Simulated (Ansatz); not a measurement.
Base system: Cu in the fcc (Cu type) structure (space group Fm-3m, No. 225; a = 3.564 Å; relaxed with 0.1 eV smearing). Axes: x, y, z lie along the cube axes.

Computed with DFT with PBEsol, PAW potentials and a 420 eV plane-wave cutoff in Ansatz (an electronic-structure program), no spin-orbit coupling.

Strains are applied to the cell and any free atomic positions relax; under biaxial strain the out-of-plane vector relaxes too.

One change was made to it. Results:

The volume per atom falls by 0.122 Å³, from 11.32 Å³ to 11.19 Å³; the pressure (mean of the normal stresses, compression positive) goes from zero to 1.9 GPa; the energy rises by 1.6 meV/atom.

Problem. What was done to the base?
A. biaxial strain −2.08 %, plane normal [111], relaxed out of plane
B. biaxial strain −1.67 %, plane normal [111], relaxed out of plane
C. biaxial strain −0.83 %, plane normal [111], relaxed out of plane

Solution. C, biaxial strain −0.83 %, plane normal [111], relaxed out of plane. For comparison, the energy relative to the base in the other runs: biaxial strain −1.67 %, plane normal [111], relaxed out of plane gives +6.9 meV/atom; biaxial strain −2.08 %, plane normal [111], relaxed out of plane gives +11 meV/atom.

Stability against distortions was not tested. The final runs are not spin-polarised.
